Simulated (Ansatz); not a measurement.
**Several settings converged on a (001) slab of Y2Fe2Si2C (cut from a parent of space group no. 12; 14 atoms in the cell)**

```
CELL_PARAMETERS angstrom
      5.61254     0.00000     0.00000
     -1.36196     3.66512     0.00000
      0.00000     0.00000    22.24092
ATOMIC_POSITIONS crystal
  C  0.37877 0.18938 0.38344
  C  0.56815 0.78408 0.61657
  Fe 0.05390 0.02695 0.36120
  Fe 0.70364 0.35182 0.40567
  Fe 0.24328 0.62164 0.59433
  Fe 0.89302 0.94651 0.63880
  Si 0.82571 0.91286 0.44934
  Si 0.93182 0.46591 0.31753
  Si 0.01510 0.50755 0.68247
  Si 0.12120 0.06060 0.55066
  Y  0.49776 0.74888 0.31473
  Y  0.25977 0.62989 0.45214
  Y  0.68714 0.34357 0.54787
  Y  0.44916 0.22458 0.68527
```

Base method: LDA (PW92), default PAW files made with PBE (plane waves; Ansatz, an electronic-structure program).

Base settings: basis.ecutwfc = 420 eV; kpoints.mp_grid.grid = 4 4 1; hamiltonian.xc = lda; hamiltonian.pseudopotentials = {kind: paw} (the program's default PAW files); scf.occupations.method = gaussian; scf.occupations.width = 0.1 eV.

The count of work is k-points × plane waves × bands × iterations; it is no time. Core times come from one kind of shared machine, to one figure; runs under 30 s give none.

**The vacuum**

The mesh stays at the base's, so the ladder's end is converged at best in this setting alone.

Only quantities that move along the ladder and can be compared are tabulated.

```csv
vacuum between outermost atoms (Å),free energy less the last step's (meV/atom),largest difference of a force vector from the last step's (eV/Å),count of work / last
3.0,-78.22,0.780,0.22
4.0,-43.41,0.715,0.30
5.0,-15.06,0.405,0.32
6.0,-3.62,0.150,0.37
7.0,-0.64,0.040,0.40
8.0,-0.08,0.010,0.42
10.0,0.00,0.001,0.48
12.0,0.00,0.000,0.53
14.0,0.00,0.000,0.58
17.0,0.00,0.000,0.66
20.0,0.00,0.000,0.74
25.0,-0.01,0.001,0.87
30.0,0.00,0.000,1.0
```

Smallest vacuum between outermost atoms (Å) that holds the forces within 0.02 eV/Å of the last step, with all finer ones: 8.0, at 0.42 of the last step's count of work; the step before is off by 0.040 eV/Å.

Smallest vacuum between outermost atoms (Å) that holds the free energy within 5 meV/atom of the last step, with all finer ones: 6.0, at 0.37 of the last step's count of work; the step before is off by 15 meV/atom.

**The k-point mesh**

Only quantities that move along the ladder and can be compared are tabulated.

| kpoints.mp_grid.grid | free energy less the last step's (meV/atom) | largest difference of a force vector from the last step's (eV/Å) | count of work / last | core time / last (rough) |
|---|---|---|---|---|
| 2 2 1 | -24.12 | 0.192 | 0.021 | – |
| 3 3 1 | 13.21 | 0.129 | 0.025 | – |
| 4 4 1 | 1.22 | 0.094 | 0.049 | – |
| 5 5 1 | -1.21 | 0.031 | 0.057 | – |
| 6 6 1 | 0.74 | 0.030 | 0.075 | 0.1 |
| 7 7 1 | 0.26 | 0.024 | 0.093 | – |
| 8 8 1 | -0.31 | 0.006 | 0.13 | 0.1 |
| 9 9 1 | 0.09 | 0.010 | 0.16 | 0.2 |
| 11 11 1 | -0.05 | 0.002 | 0.23 | 0.3 |
| 12 12 1 | 0.02 | 0.004 | 0.27 | 0.2 |
| 14 14 1 | -0.01 | 0.001 | 0.36 | 0.3 |
| 17 17 1 | -0.01 | 0.001 | 0.52 | 0.5 |
| 20 20 1 | 0.00 | 0.000 | 0.71 | 0.6 |
| 23 23 1 | 0.00 | 0.000 | 1.0 | 1 |

Coarsest kpoints.mp_grid.grid that holds the free energy within 0.5 meV/atom of the last step, with all finer ones: 7 7 1, at 0.093 of the last step's count of work; the step before is off by 0.74 meV/atom.

Coarsest kpoints.mp_grid.grid that holds the forces within 0.02 eV/Å of the last step, with all finer ones: 8 8 1, at 0.13 of the last step's count of work and about 0.1 of the last step's time; the step before is off by 0.024 eV/Å.

**The plane-wave cutoff**

The mesh stays at the base's, so the ladder's end is converged at best in this setting alone.

Only quantities that move along the ladder and can be compared are tabulated.

| basis.ecutwfc | free energy less the last step's (meV/atom) | largest difference of a force vector from the last step's (eV/Å) | count of work / last |
|---|---|---|---|
| 210 eV | 3661.05 | 1.911 | 0.16 |
| 250 eV | 981.85 | 0.591 | 0.20 |
| 295 eV | 211.31 | 0.060 | 0.24 |
| 355 eV | 19.97 | 0.023 | 0.27 |
| 420 eV | 1.66 | 0.006 | 0.39 |
| 505 eV | 0.51 | 0.001 | 0.51 |
| 630 eV | 0.20 | 0.000 | 0.71 |
| 840 eV | 0.00 | 0.000 | 1.0 |

Coarsest basis.ecutwfc that holds the forces within 0.01 eV/Å of the last step, with all finer ones: 420 eV, at 0.39 of the last step's count of work; the step before is off by 0.023 eV/Å.

Coarsest basis.ecutwfc that holds the free energy within 2 meV/atom of the last step, with all finer ones: 420 eV, at 0.39 of the last step's count of work; the step before is off by 20 meV/atom.

On the base run: the starting cell comes from a database of computed structures (which also holds hypothetical and non-ambient phases and stackings), without a prior relaxation at this level. The slab is cut from that crystal, and its faces are unrelaxed. Its lattice was rescaled by up to half a per cent. Spin polarisation is off. Without a gap this mesh is coarse (it stands for a supercell whose shortest in-plane vector is 16 Å).

Keys are those of Ansatz 0.2.
